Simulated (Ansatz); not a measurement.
The parent structure is CdS in the zinc blende structure (space group F-43m, No. 216).

```
CdS
1.0
    0.00000     2.96333     2.96333
    2.96333     0.00000     2.96333
    2.96333     2.96333     0.00000
Cd S
1 1
Direct
  0.00000   0.00000   0.00000
  0.25000   0.25000   0.25000
```

Cartesian axes are those of the cell as printed.

The values are results of Ansatz (a quantum-chemistry and plane-wave program) PBE, no spin-orbit coupling, not measurements.

It is then changed as follows: an isotropic linear strain of +0.50 %; the atoms relax in the strained cell.

Problem. Predict the stress tensor and what it implies for the stiffness.

Solution. Stress of the strained cell less that of the base (GPa, compression positive):
```
  -0.77    0.00    0.00
   0.00   -0.77    0.00
   0.00    0.00   -0.77
```

Then B = −ΔP/(ΔV/V₀) with ΔV/V₀ = 0.0151 gives secant stiffness values (nonlinear terms included at this strain): B ≈ 51 GPa.

No phonon test of stability was made.
